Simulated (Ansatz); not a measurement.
Structure of amorphous silicon oxynitride (Si₅₄O₄₈N₄₀) (periodic cell):

```xyz
142
Lattice="12.3210 0.0317 0.2029 0.0317 12.4144 -0.0376 0.2029 -0.0376 12.3128" Properties=species:S:1:pos:R:3 pbc="T T T"
Si     2.2946     4.0147    10.6658
Si     6.2898     9.8827     6.1080
Si     4.8089     6.2879     2.5925
Si     7.5037     5.6639     8.8828
Si     3.6639     1.2885    11.1743
Si     8.6847    10.0189     5.6356
Si     2.3101    11.9615     9.8963
Si     9.4656    10.9403     8.4456
Si    12.2238    11.4446    11.8744
Si     7.2904     3.6929    11.0225
Si    10.5629     5.9901     2.7476
Si     7.5685     4.6585     5.9345
Si     5.6300     5.4597     7.1427
Si     7.5673     5.6266     1.0871
Si     6.5129    10.7551     8.8711
Si     2.9829     2.1696     8.2084
Si     1.3029     4.6956     8.0820
Si     4.4716     8.7288    10.0765
Si     9.9760     7.0150    10.5469
Si    10.7231     1.7906    12.2994
Si     5.2122     2.4918     6.0275
Si    12.1217    11.6853     8.7915
Si    11.9532     8.8926     9.1543
Si     1.2437     8.8020     5.9324
Si     0.4521     1.1248     1.4696
Si     2.1838    11.1918     0.7173
Si     9.0442     3.9193     4.2174
Si    11.5141    10.8062     5.9648
Si     5.0631     5.6862    10.3764
Si     4.1675     7.6703     5.2764
Si     2.4647     9.5210     7.9455
Si    10.4798     1.6566     9.2141
Si     8.0581     1.4970     2.1334
Si     3.4194     3.5551     3.5845
Si     9.9945     9.3383     0.7103
Si    10.9414     8.8256     3.8044
Si     2.8543     6.4153     0.2708
Si     0.5740     5.6383     0.3033
Si     9.7209     3.9336     1.9520
Si    12.2624     0.7496     4.4860
Si     2.2728     2.1057     5.1745
Si     8.9563    11.6573     0.3869
Si     2.4581     3.3386     0.9985
Si     7.4638     0.3276     5.0260
Si     0.3164     0.9945     6.9247
Si     1.5951     8.7547    11.5794
Si    11.5745     4.2675    10.3417
Si     7.1731     7.5871    11.0372
Si     7.0273    10.1189     0.2090
Si     4.0845     8.9546     0.6952
Si     7.6646     1.0252     9.3290
Si     6.7013     0.9148    12.0783
Si     8.8044     2.1178     6.9153
Si     2.6162     6.1901     6.6618
O     10.0248     2.5364     7.9064
O      4.8045     7.3936     3.7773
O      4.9905     9.0491     5.5583
O      3.5972     2.8993     2.0681
O      3.4581     5.5463    10.9748
O     11.7465     5.9258     1.5898
O      7.7211     4.2282     0.1576
O      0.6603     8.7610    10.2600
O      1.0620     2.6103     1.3428
O     11.8316     1.2334     3.0028
O     10.8298     7.1877     3.8038
O     10.9200     9.1044     2.1120
O      6.4610    12.3680     9.2856
O      6.2347     5.6431     2.0986
O      6.2245     1.2964     5.5187
O     10.8698     7.6852     9.3413
O      8.7859     0.8093     5.9133
O      1.9982     6.2554     8.2136
O      5.0700     0.9060    11.8296
O      2.9246    12.0933    11.5595
O      7.5257     1.9688     7.9712
O     11.8144     1.6355     5.8124
O      3.5584     8.5138     8.7087
O      1.5907     0.7549     4.4522
O      2.7764    10.8944     8.7891
O      5.6732    10.5550     7.4563
O      1.8941     4.6858     6.4732
O     11.5492    11.7304     4.5895
O      3.2374    10.1929     1.4609
O      7.9728     5.2112     4.4320
O     10.1543     7.9947    11.9457
O      5.8073     4.4820    11.2172
O      1.6802     0.0182     1.6782
O      7.9883     4.2720     9.6490
O      1.8412     3.3444     4.0929
O     10.5602     5.5104    10.8720
O      7.7789     0.5004     3.4050
O      7.2281     6.9230     0.1773
O      7.5379     9.1345    11.2403
O     10.6788     3.1925     0.8909
O      7.6133     8.8579     6.1715
O      5.4263    10.0370     9.9452
O      6.6648     1.6326     1.2564
O      9.5524     9.4925     4.3307
O      5.5939     9.5609     0.8017
O      4.4630     2.2303     7.4948
O      2.5172     9.8815     6.3282
O      3.9568     5.0762     3.3260
N      3.0817     1.0263     9.5657
N      8.0512    10.2006     8.7459
N      9.1561     5.6154     1.7237
N      8.4832    10.1003     1.1565
N      8.5885     2.9646     2.7962
N      2.4730     3.6545     9.0098
N      7.4688    11.7549    12.0962
N      0.2603    11.6161     6.8751
N      7.4289     5.8367     7.1653
N      3.9447     2.5112     4.8683
N      7.2939    11.0645     5.2642
N      0.6735    11.6202    10.0987
N     12.0921     4.3902     8.7710
N      5.9527     4.0429     6.1636
N      3.0682     2.8147    11.6863
N      5.6699     5.4545     8.8376
N     10.6564    10.8053    12.1683
N      4.0291     7.2281     1.2277
N      8.2808     6.8705     9.9304
N     10.7258     2.5812    10.6967
N      3.3956     8.8988    11.4617
N      8.7434     3.4185     5.8284
N      9.9179    10.6623     6.6777
N      9.2428     0.9025     0.8848
N      1.5513     7.1688    12.2821
N     12.1457     9.2792     5.1620
N      2.1152     5.0274     0.9614
N     11.9136     0.7259     0.2503
N      7.3370     1.9665    10.8242
N      0.8850    10.3060     0.0841
N      1.8853     1.7870     6.8806
N      0.8378     8.8237     7.6911
N     11.0249    10.3967     9.1019
N     10.5244     4.4296     3.4743
N      9.2976     0.3124     9.2646
N     11.9565     1.0026     8.6931
N      5.4827     7.3726    10.6257
N      4.3559     6.3721     6.4414
N      2.3553     7.4864     5.5032
N      0.6988     4.5351    11.2129
```

All values below come from PBE, scalar-relativistic without spin-orbit coupling (plane waves to 420 eV, PAW; Ansatz, a first-principles code).

The cell was made by melting and quenching with the CHGNet potential and then relaxed with DFT. O and N atoms were pushed apart under 1.9 Å during the dynamics, to hinder bonds among them. The hot cell started wider than the set density and was brought back towards it in steps. It is the lowest in DFT energy of 4 quenches. It is a model cell: composition and starting density were chosen by hand, and all elements were melted together. No dispersion term was used. Its density started from a set value of 2.51 and ended at 2.51 g/cm³. The simulated quench (nominally 180 K/ps over its main leg) is rapid and tends to freeze in more defects than a deposited or slowly cooled glass has. One small periodic cell is one sample of the glass; other quenches scatter about these values. The volume was held where the preparation left it and the shape relaxed, at a PBE pressure of -1.9 GPa (tension). Stress components on the final sampling reach 1.9 GPa.

Bonds are counted up to Si-Si 2.60 Å, Si-O 2.06 Å, Si-N 2.08 Å, O-O 1.58 Å, O-N 1.64 Å, N-N 1.70 Å. Two cations that share two anions don't count as bonded, nor two that share one unless they lie closer than Si-Si 2.38 Å.

Task: Give the coordination numbers, mean bond lengths and angles.

Result: 
```yaml
Mean coordination of Si by anions: 4.00 (54 with 4)
Mean coordination of O: 2.04 (46 with 2, 2 with 3)
Mean coordination of N: 2.95 (2 with 2, 38 with 3)
Mean Si-N bond: 1.759 Å (spread 0.050 Å, 118 counted)
Mean Si-O bond: 1.663 Å (spread 0.053 Å, 98 counted)
Bond angle at Si: mean 109.4°, spread 10.7°
Bond angle at O: mean 131.2°, spread 21.6°
Bond angle at N: mean 116.7°, spread 17.7°
```

Task: Which atoms depart from the most common coordination of their element?

Result: O59 has 3 (Si29 1.72 Å, Si37 1.85 Å, Si1 1.95 Å); O74 has 3 (Si7 1.78 Å, Si26 1.83 Å, Si5 1.83 Å); N104 has 2 (Si8 1.62 Å, Si15 1.64 Å); N115 has 2 (Si17 1.64 Å, Si47 1.66 Å).

Task: List the pairs of like atoms that count as bonded by the rules above.

Result: There are none by these rules.
